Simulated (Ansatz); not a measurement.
N on the 1x1 (111) surface of fcc Cu, one in a 2x1 cell, energies for each (11.4 Å²). Energies are against ½ N2(g), without zero-point or thermal terms; each row is named by its start.

These are PBE (plane waves to 420 eV, PAW; Ansatz, an electronic-structure program) values and carry that method's errors.

Question: Which site binds most strongly?
A) hollow Cu-Cu-Cu over Cu at depth 4.1 Å
B) hollow Cu-Cu-Cu over Cu at depth 2.1 Å

Answer: A, hollow Cu-Cu-Cu over Cu at depth 4.1 Å. Adsorption energies: hollow Cu-Cu-Cu over Cu at depth 4.1 Å 2.08 eV; hollow Cu-Cu-Cu over Cu at depth 2.1 Å 2.16 eV.
